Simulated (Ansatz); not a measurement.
Reference: Ir (Fm-3m), PBEsol, rigid bands (plane waves, PAW, scalar-relativistic; Ansatz, an electronic-structure program); geometry: cell and atoms relaxed with PBEsol.

```cif
data_Ir4
_chemical_formula_sum 'Ir4'
_space_group_name_H-M_alt 'Fm-3m'
_space_group_IT_number 225
_space_group_name_Hall '-F 4 2 3'
_cell_length_a 3.82894
_cell_length_b 3.82894
_cell_length_c 3.82894
_cell_angle_alpha 90.000
_cell_angle_beta 90.000
_cell_angle_gamma 90.000
loop_
_atom_site_label
_atom_site_type_symbol
_atom_site_symmetry_multiplicity
_atom_site_Wyckoff_symbol
_atom_site_fract_x
_atom_site_fract_y
_atom_site_fract_z
_atom_site_occupancy
Ir1 Ir 4 a 0.00000 0.00000 0.00000 1
```
(The calculation used a cell of 1 atom; values per cell refer to that cell.)

| Property | Value |
|---|---|
| density of states at the Fermi level per atom | 0.88 states/eV |
| Drude plasma energy | 10.8 eV |
| root-mean-square Fermi velocity | 8.4 ×10⁵ m/s |
| resistivity times mean free path | 3.7 ×10⁻¹⁶ Ω·m² |

Question: Replace Ir by Rh on the same sites and relax. What happens?

Answer: Rh (Fm-3m): volume per atom 14.0 to 13.5 Å³; density of states at the Fermi level per atom rises (0.88 states/eV to 1.24 states/eV); Drude plasma energy stays about the same (10.8 eV to 10.2 eV); root-mean-square Fermi velocity falls (8.4 ×10⁵ m/s to 6.6 ×10⁵ m/s); resistivity times mean free path falls (3.7 ×10⁻¹⁶ Ω·m² to 3.3 ×10⁻¹⁶ Ω·m²).

Question: Replace Ir by Au on the same sites and relax. What happens?

Answer: Au (Fm-3m): volume per atom 14.0 to 17.0 Å³; density of states at the Fermi level per atom falls (0.88 states/eV to 0.28 states/eV); Drude plasma energy falls (10.8 eV to 8.9 eV); root-mean-square Fermi velocity rises (8.4 ×10⁵ m/s to 13.5 ×10⁵ m/s); resistivity times mean free path rises (3.7 ×10⁻¹⁶ Ω·m² to 8.4 ×10⁻¹⁶ Ω·m²).

Question: Swap Ir for Cu, keeping the structure type. How do these values move?

Answer: Cu (Fm-3m): volume per atom 14.0 to 11.3 Å³; density of states at the Fermi level per atom falls (0.88 states/eV to 0.30 states/eV); Drude plasma energy falls (10.8 eV to 9.1 eV); root-mean-square Fermi velocity rises (8.4 ×10⁵ m/s to 10.9 ×10⁵ m/s); resistivity times mean free path rises (3.7 ×10⁻¹⁶ Ω·m² to 6.5 ×10⁻¹⁶ Ω·m²).

Moves up to 7 % count as about the same. Metals at this level; values at 300 K, both spins, means over directions. As a rough test of the mesh, the Fermi surface's area from every second k point differs by up to 5 %. The product of resistivity and mean free path takes one path for all states. Spin-orbit coupling is left out.

The missing spin-orbit coupling matters most for Au (Fm-3m), Ir (Fm-3m).
